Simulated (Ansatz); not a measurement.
# InAs: energy against strain

InAs (zinc blende, F-43m, 28.506 Å³/atom at rest) under an equal strain ε in the (111) plane with the normal axis free, as in a coherent film. r2SCAN in Ansatz, a plane-wave DFT program (PAW, default set), 500 eV, 9×9×9 Γ-centred mesh, Fermi-Dirac smearing 0.05 eV; ions are relaxed within the symmetry of each cell.

Here s stands for strain and y for E less E0.

| strain (%) | E less E0 (meV/atom) |
|---|---|
| -1.25 | 3.41 |
| -0.83 | 1.47 |
| -0.42 | 0.37 |
| 0.00 | 0.00 |
| 0.42 | 0.39 |
| 0.83 | 1.46 |
| 1.25 | 3.27 |
| 2.50 | ? |

The 7 complete rows are fitted with a parabola, y against s. Least squares gives y = -0.001 - 0.0360·s + 2.1364·s². Residuals (row less fit): 0.028, -0.031, -0.021, 0.001, 0.029, 0.019, -0.022; standard error 0.031 (degrees of freedom: 4). Twice the quadratic coefficient over the volume, 2 × 2.1364 meV × 10⁴ × 0.1602 / 28.506 Å³, is twice the biaxial elastic modulus of this plane = 240 ± 2 GPa.

Predict the withheld y at s = 2.50 from the fit, and compare with the calculation.

y = -0.001 - 0.0360 × 2.50 + 2.1364 × 2.50² = 13.262 meV/atom. The calculation gives 12.72 meV/atom, 0.542 meV/atom below the prediction (4.3 % of the range of y in the table). The row lies outside the fitted rows, so this is an extrapolation. From the scatter of the fitted rows alone, a prediction at this place has a standard error of 0.119 meV/atom, so the miss is 4.6 times that.

One order more, fitted to all 13 runs of the series, follows each within 0.01, so the miss is the next term of a smooth law. This level leaves no gap over 0.05 eV at strain 0.42, 0.83, 1.25, where the mesh may be coarse. Rows are the converged runs of the series near zero and its far end; series whose fitted rows scatter by over a few per cent of the range, as at a crossing or softening among them, aren't shown in this form. Most that stay on the fit to the last digits aren't either.
